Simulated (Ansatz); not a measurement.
System: InAlN₂ (model structure, started from the LiGaO2 type, Pna2₁, No. 33, 16 atoms in the cell). Method: PBEsol (plane waves, PAW; Ansatz, a program for electronic structure).

Run with plane-wave cutoff 520 eV, 6×6×6 k mesh, Fermi–Dirac smearing 0.01 eV, scalar-relativistic PAW data made under PBE.

Cell (relaxed with PBEsol):

Space group Pna2₁ (No. 33); a = 5.7136 Å, b = 6.6348 Å, c = 5.3618 Å, α = β = γ = 90.00°

| atom | site | symmetry | x | y | z |
|---|---|---|---|---|---|
| In | 4a | 1 | 0.0907 | 0.6235 | 0.0030 |
| Al | 4a | 1 | 0.0766 | 0.1256 | 0.0052 |
| N | 4a | 1 | 0.0604 | 0.1039 | 0.3574 |
| N | 4a | 1 | 0.1035 | 0.6464 | 0.4076 |

### Question
Give the computed band gap.

### Answer

band gap: 1.60 eV

Note: the relaxation could raise the start's symmetry but not lower it, so the cell can be a saddle point.

Spin–orbit coupling is not included.

The computed numbers hold no vibrational or temperature effects.

The result took about 3 core-minutes (a rough figure).

A model structure was made by putting elements into a prototype or built by hand; it is no filed structure, need not be a known phase, and can be a saddle point held by its symmetry.
